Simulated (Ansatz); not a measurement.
# Response to strain in Pb

The reference is Pb in the fcc (Cu type) structure (space group Fm-3m, No. 225; a = 4.9341 Å; relaxed with 0.1 eV smearing). Axes: x, y, z lie along the cube axes.

Strains are applied to the cell and any free atomic positions relax; under biaxial strain the out-of-plane vector relaxes too.

Computed with PBEsol/PAW in Ansatz (an electronic-structure program), no SOC.

Candidates:
(a) biaxial strain +1.50 %, plane normal [001], relaxed out of plane
(b) biaxial strain +3.00 %, plane normal [001], relaxed out of plane
(c) biaxial strain −2.50 %, plane normal [001], relaxed out of plane
(d) biaxial strain +2.50 %, plane normal [001], relaxed out of plane
(e) biaxial strain −2.00 %, plane normal [001], relaxed out of plane

Order them by out-of-plane strain, highest first.

(c) biaxial strain −2.50 %, plane normal [001], relaxed out of plane (+3.93 %), (e) biaxial strain −2.00 %, plane normal [001], relaxed out of plane (+3.14 %), (a) biaxial strain +1.50 %, plane normal [001], relaxed out of plane (-2.25 %), (d) biaxial strain +2.50 %, plane normal [001], relaxed out of plane (-3.82 %), (b) biaxial strain +3.00 %, plane normal [001], relaxed out of plane (-4.62 %)

No phonon test of stability was made.
